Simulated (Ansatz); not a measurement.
The starting structures come from a database of crystals and need not be the phases stable at ambient conditions.

Here is the system:

```
ZnH2O5S
1.0
    7.62210     0.00000     0.00000
    0.00000     7.77706     0.00000
    1.47683     3.88853     3.11928
Zn H S O
2 4 2 10
Direct
  0.50000   0.00000   0.50000
  0.00000   0.50000   0.50000
  0.20404   0.62946   0.82458
  0.79596   0.37054   0.17542
  0.29596   0.45404   0.17542
  0.70404   0.54596   0.82458
  0.25000   0.09441   0.00000
  0.75000   0.90559   0.00000
  0.10092   0.22640   0.95596
  0.89908   0.77360   0.04404
  0.39908   0.18236   0.04404
  0.60092   0.81764   0.95596
  0.34162   0.17803   0.60950
  0.65838   0.82197   0.39050
  0.15838   0.78753   0.39050
  0.84162   0.21247   0.60950
  0.25000   0.61580   0.00000
  0.75000   0.38420   0.00000
```

Space group of this cell: C2/c. The cell is taken as given; by r2SCAN its mean pressure is -5.0 GPa.

Transport runs along the normal of the first two printed cell vectors.

The gap is the functional's own. No spin-orbit coupling. Mid-gap values are interpolated on the energy grid.

Predict the band gap and the smallest decay constant κ at mid-gap from r2SCAN in Ansatz (a first-principles code).

Gap 4.92 eV on a 6×10×10 mesh; κ = 0.448 1/Å, at the zone centre.
